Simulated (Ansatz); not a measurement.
Data:

```xyz
1
Lattice="0.0000 1.9642 1.9642 1.9642 0.0000 1.9642 1.9642 1.9642 0.0000" Properties=species:S:1:pos:R:3 pbc="T T T"
Pt     0.0000     0.0000     0.0000
```

Level of theory: PBEsol with spin-orbit coupling, rigid bands (plane waves, PAW; Ansatz, an electronic-structure program). Condition of this run: hydrostatic pressure -2 GPa with spin-orbit coupling (the target of the relaxation). How the cell was made: cell and atoms relaxed with PBEsol, then loaded as said.

Task: Predict the product ρ₀λ of resistivity and mean free path that follows from the Fermi surface's area.

Result: 4.3 ×10⁻¹⁶ Ω·m².

Task: And the Drude plasma energy and the root-mean-square Fermi velocity at 300 K?

Result: 7.5 eV; 4.3e5 m/s.

A metal at this level (no band gap); rigid bands, thermally averaged at 300 K, both spins. τ is one relaxation time for all states; the product of resistivity and mean free path takes one path for all states instead.
